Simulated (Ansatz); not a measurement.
Antifluorite Be₂C: LDA at its full settings (plane-wave cutoff 520 eV, 14×14×14 k mesh, Fermi–Dirac smearing 0.01 eV, scalar-relativistic PAW data made under PBE) and at cheaper ones, in a cell of 3 atoms with Γ-centred meshes.

```tsv
level and setting	lattice constant a (Å)	bulk modulus B0 (GPa)
LDA (Ansatz)	4.268	217
LDA (2×2×2 k mesh) (Ansatz)	4.349	204
LDA (4×4×4 k mesh) (Ansatz)	4.269	217
```

Largest shifts from the full settings: lattice constant a +1.90 % (LDA (2×2×2 k mesh)), against a difference of -1.66 % of the full result from the reference 4.34 ± 0.002 Å (measured, temperature not stated, not corrected to a static lattice; as tabulated in Freccero, Grin, Wagner, Dalton Trans. (2023), ESI); bulk modulus -6.0 % (LDA (2×2×2 k mesh)).

The full settings aren't shown to be converged themselves.

Ansatz's density-functional and Hartree–Fock values are scalar-relativistic unless marked +SOC, with PAW data made under PBE.

Run with cheap settings on purpose, which may leave them unconverged: LDA (2×2×2 k mesh), LDA (4×4×4 k mesh).

Ansatz is a quantum-chemistry and plane-wave program.
